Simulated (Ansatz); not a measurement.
Where the default PAW files enter, the runs use the earlier of Ansatz's two default sets.

Tunnelling through a barrier is set by its complex band structure: the current falls as exp(−2κd) with the smallest κ.

Consider the following.

```
CELL_PARAMETERS angstrom
      2.60502     0.00000     0.00000
     -1.30251     2.25601     0.00000
      0.00000     0.00000     4.22685
ATOMIC_POSITIONS crystal
  B  0.66667 0.33333 0.99972
  B  0.33333 0.66667 0.49972
  N  0.66667 0.33333 0.62528
  N  0.33333 0.66667 0.12528
```

Space group of this cell: P6_3mc, wurtzite. The cell is strained (lengths across the current scaled by 1.02, ions clamped); by r2SCAN its mean pressure is -18.5 GPa.

Transport runs along the normal of the first two printed cell vectors, the (001) (indices of the unstrained crystal) plane of the conventional cell.

The gap is the functional's own. No spin-orbit coupling. Mid-gap values are interpolated on the energy grid.

Task: Predict the band gap and the smallest decay constant κ at mid-gap from r2SCAN (Ansatz, a quantum-chemistry and plane-wave program).

Result: Gap 5.86 eV on a 18×18×8 mesh; κ = 0.389 1/Å, at the zone centre.
